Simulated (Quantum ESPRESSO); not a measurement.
# Habitual settings against a tight run: V (Im-3m, 1 atom in the cell)

Self-consistent single point.

```
CELL_PARAMETERS angstrom
     -1.50611     1.50611     1.50611
      1.50611    -1.50611     1.50611
      1.50611     1.50611    -1.50611
ATOMIC_POSITIONS crystal
  V  0.00000 0.00000 0.00000
```

Level of theory: PBE, PSlibrary PAW (PBE, semicore) pseudopotentials (plane waves; Quantum ESPRESSO).

Base settings: ecutwfc = 55 Ry; ecutrho = 660 Ry; occupations = smearing; smearing = methfessel-paxton; degauss = 0.0073499 Ry; potentials = {V: V.pbe-spn-kjpaw_psl.1.0.0.UPF}; K_POINTS = automatic 20 20 20 0 0 0; conv_thr = 1e-11 Ry; mixing_beta = 0.5.

Tight run (finer mesh or higher cutoff; not a proven limit): ecutwfc: 55 Ry → 77 Ry; ecutrho: 660 Ry → 924 Ry; conv_thr: 1e-11 Ry → 7.3e-11 Ry; K_POINTS: automatic 20 20 20 0 0 0 → automatic 27 27 27 0 0 0. It gave Fermi level (on the code's own zero) 16.35 eV; pressure -2.43 GPa.

Quick runs, as changes from the base:
- A: the base itself
- B: ecutwfc: 55 Ry → 44 Ry; ecutrho: 660 Ry → 528 Ry; smearing: methfessel-paxton → fermi-dirac; degauss: 0.0073499 Ry → 0.0099958 Ry; K_POINTS: automatic 20 20 20 0 0 0 → automatic 6 6 6 0 0 0
- C: ecutwfc: 55 Ry → 28 Ry; ecutrho: 660 Ry → 336 Ry; K_POINTS: automatic 20 20 20 0 0 0 → automatic 8 8 8 0 0 0
- D: degauss: 0.0073499 Ry → 0.036749 Ry; K_POINTS: automatic 20 20 20 0 0 0 → automatic 4 4 4 0 0 0
- E: ecutwfc: 55 Ry → 28 Ry; ecutrho: 660 Ry → 336 Ry; degauss: 0.0073499 Ry → 0.036749 Ry; K_POINTS: automatic 20 20 20 0 0 0 → automatic 2 2 2 0 0 0
- F: ecutwfc: 55 Ry → 33 Ry; ecutrho: 660 Ry → 396 Ry; smearing: methfessel-paxton → gaussian; degauss: 0.0073499 Ry → 0.019992 Ry; pseudopotentials: {V: V.pbe-spn-kjpaw_psl.1.0.0.UPF} → {V: V.pz-spn-kjpaw_psl.1.0.0.UPF}; K_POINTS: automatic 20 20 20 0 0 0 → automatic 3 3 3 0 0 0 [LDA (PZ)]

Energies are extrapolated to zero smearing width, which holds to low order in the width alone (under cold and Methfessel-Paxton smearing the free energy itself is taken).

Dashes: energy of F, another energy zero.

† marks runs with another functional, U, potentials or spin treatment: their distance from the tight run is not a convergence error alone.

The count of work is k-points × plane waves × bands × iterations; it is no time. 

The starting cell comes from a database of computed structures (which also holds hypothetical and non-ambient phases and stackings), without a prior relaxation at this level. Its lattice was rescaled by a random factor within 2.5 % of one. Spin polarisation is off.

```csv
run,energy less tight (meV/atom),pressure less tight (GPa),count of work / tight
A,61.9,-0.42,0.36
B,156.9,-3.97,0.015
C,7087.5,-379.16,0.013
D,-37.2,-1.45,0.016
E,7065.8,-413.45,0.0016
F†,–,-146.32,0.0024
```

Among the runs at the tight run's level, the energy misses run from 37.2 to 7087.5 meV/atom.
